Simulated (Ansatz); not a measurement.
# Effect of biaxial strain −0.14 %, plane normal [001], relaxed out of plane on Sr3Zr2O7

The parent structure is Sr₃Zr₂O₇ (space group I4/mmm, No. 139; a = 4.122 Å, c = 20.810 Å; a cell from a computed database, its experimental status unchecked). Axes: x, y, z lie along a, b, c of the conventional cell.

Modification: compressive biaxial strain of 0.14 % in the plane normal to [001], as in epitaxy on a mismatched substrate; the out-of-plane cell vector and the atoms relax.

The values are results of PBEsol (Ansatz, a quantum-chemistry and plane-wave program, PAW, without spin-orbit coupling), not measurements. Settings: 9×9×9 k-points, 0.05 eV Fermi–Dirac smearing.

| quantity | base | changed | shift |
|---|---|---|---|
| volume per atom | 14.73 Å³ | 14.70 Å³ | -0.03 Å³ |
| space group | I4/mmm (No. 139) | I4/mmm (No. 139) | – |
| energy relative to the base (free energy F) | 0 meV/atom | +0.1 meV/atom | +0.1 meV/atom |
| band gap | 3.18 eV | 3.19 eV | +0.01 eV |
| gap character | indirect, X → Γ | indirect, X → Γ | – |
| smallest direct gap | 3.34 eV | 3.35 eV | +0.01 eV |
| out-of-plane strain | – | +0.09 % | – |

Whether these cells are dynamically stable was not tested.
